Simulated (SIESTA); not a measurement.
Worked example: self-consistent single point of GaSn3 (Fm-3m, 4 atoms in the cell) in SIESTA.

Level of theory: LDA PW92, numerical atomic orbitals DZP, PseudoDojo LDA standard norm-conserving potentials (rewritten from UPF to PSML) run with SIESTA.

The change in words: lattice scaled by 0.98. Reference geometry:
```
CELL_PARAMETERS angstrom
      0.00000     3.70595     3.70595
      3.70595     0.00000     3.70595
      3.70595     3.70595     0.00000
ATOMIC_POSITIONS crystal
  Ga 0.00000 0.00000 0.00000
  Sn 0.25000 0.25000 0.25000
  Sn 0.75000 0.75000 0.75000
  Sn 0.50000 0.50000 0.50000
```

Reference input (self-consistent single point, DFT, LDA PW92, numerical atomic orbitals DZP, PseudoDojo LDA standard norm-conserving potentials (rewritten from UPF to PSML)): XC.functional = LDA; XC.authors = PW92; potentials = PseudoDojo LDA standard; PAO.BasisSize = DZP; PAO.EnergyShift = 0.01 Ry; MeshCutoff = 350 Ry; kgrid.MonkhorstPack = 9 9 9; OccupationFunction = FD; ElectronicTemperature = 1578.21 K; MaxSCFIterations = 150; SCF.Mixer.Method = Pulay; SCF.Mixer.Weight = 0.25. This run's input differs from it in these lines:

```diff
@@ -12,5 +12,5 @@
 %block LatticeVectors
-     0.000000000    7.003239980    7.003239980
-     7.003239980    0.000000000    7.003239980
-     7.003239980    7.003239980    0.000000000
+     0.000000000    6.863175370    6.863175370
+     6.863175370    0.000000000    6.863175370
+     6.863175370    6.863175370    0.000000000
 %endblock LatticeVectors
@@ -19,5 +19,5 @@
      0.000000000    0.000000000    0.000000000  1
-     1.852977500    1.852977500    1.852977500  2
-     5.558932500    5.558932500    5.558932500  2
-     3.705955000    3.705955000    3.705955000  2
+     1.815918000    1.815918000    1.815918000  2
+     5.447754000    5.447754000    5.447754000  2
+     3.631836000    3.631836000    3.631836000  2
 %endblock AtomicCoordinatesAndAtomicSpecies
```

Log, with long lists cut:

```
        iscf     Eharris(eV)        E_KS(eV)     FreeEng(eV)     dDmax    Ef(eV) dHmax(eV)
   scf:    1    -8486.822616    -8488.559519    -8488.717329  0.799256 -3.510212  2.926633
   scf:    2    -8489.102943    -8488.840368    -8488.994731  0.087352 -3.572147  1.871051
   scf:    3    -8489.187688    -8489.038780    -8489.186824  0.141939 -3.684854  0.296921
   scf:    4    -8489.040777    -8489.040104    -8489.187995  0.007377 -3.692609  0.035512
   scf:    5    -8489.039834    -8489.039988    -8489.188018  0.003829 -3.690757  0.027211
   scf:    6    -8489.040290    -8489.040154    -8489.188014  0.003512 -3.694005  0.025303
   scf:    7    -8489.040082    -8489.040121    -8489.188045  0.001585 -3.692976  0.002776
   scf:    8    -8489.040090    -8489.040106    -8489.188045  0.000351 -3.692791  0.002804
   scf:    9    -8489.040120    -8489.040113    -8489.188045  0.000149 -3.692882  0.000003
   scf:   10    -8489.040113    -8489.040113    -8489.188045  0.000000 -3.692882  0.000002
SCF Convergence by DM+H criterion
max |DM_out - DM_in|         :     0.0000000551
max |H_out - H_in|      (eV) :     0.0000020035
SCF cycle converged after 10 iterations

Using DM_out to compute the final energy and forces

siesta: E_KS(eV) =            -8489.0401

siesta: E_KS - E_eggbox =     -8489.0401

siesta: Atomic forces (eV/Ang):
     1   -0.000000   -0.000000   -0.000000
     2    0.000000    0.000000    0.000000
     3    0.000000    0.000000    0.000000
     4    0.000000    0.000000    0.000000
   Tot    0.000000    0.000000    0.000000
   Max    0.000000
   Res    0.000000    sqrt( Sum f_i^2 / 3N )
   Max    0.000000    constrained

Stress tensor Voigt[x,y,z,yz,xz,xy] (kbar):       -4.30       -4.30       -4.30       -0.00       -0.00       -0.00
(Free)E + p*V (eV/cell)    -8488.9308
   [... lines left out ...]
siesta: FreeEng =     -8489.188045
siesta: Cell volume =         95.809524 Ang**3
siesta:           4.30211473          4.30210957  kBar
   [... lines left out ...]
   4 14.004   1.343   0.182   0.490   0.490   0.490   0.124   0.124   0.124
              1.998   1.998   2.002   1.998   2.002   0.167   0.167   0.069

              0.167   0.069

mulliken: Qtot =       55.000

Mulliken Atomic Populations:
Atom #   charge [q] valence [e]  Species
     1    -0.077979   13.077979  Ga
     2     0.041152   13.958848  Sn
     3     0.041152   13.958848  Sn
     4    -0.004325   14.004325  Sn
 Total    -0.000000
```

The run converged in 10 iterations. Against the reference run the free energy goes down by 14.6 meV/atom and the pressure goes from -3.33 to 0.43 GPa.

The starting cell comes from a database of computed structures (which also holds hypothetical and non-ambient phases and stackings), without a prior relaxation at this level. For this run, on top of that: lattice scaled by 0.98. Values carry the incompleteness of an atom-centred basis.

Cost on one core of a shared machine: roughly 80 s.
